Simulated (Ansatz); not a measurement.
The reference is Pb in the fcc (Cu type) structure (space group Fm-3m, No. 225; a = 4.934 Å; relaxed with 0.1 eV smearing). Axes: x, y, z lie along the cube axes.

Method: DFT with PBEsol, PAW potentials and a 420 eV plane-wave cutoff in Ansatz (a first-principles code), without spin-orbit coupling.

Modification: biaxial strain +1.67 %, plane normal [111], relaxed out of plane (Cartesian); in-plane vectors clamped, the third vector and the atoms free.

**Question.** How does this affect the energy relative to the base?

**Answer.** The energy increases by 3.7 meV/atom.

**Question.** What happens to the ratio −ε⊥/ε∥?

**Answer.** The ratio −ε⊥/ε∥ is 0.93.

Whether these cells are dynamically stable was not tested.
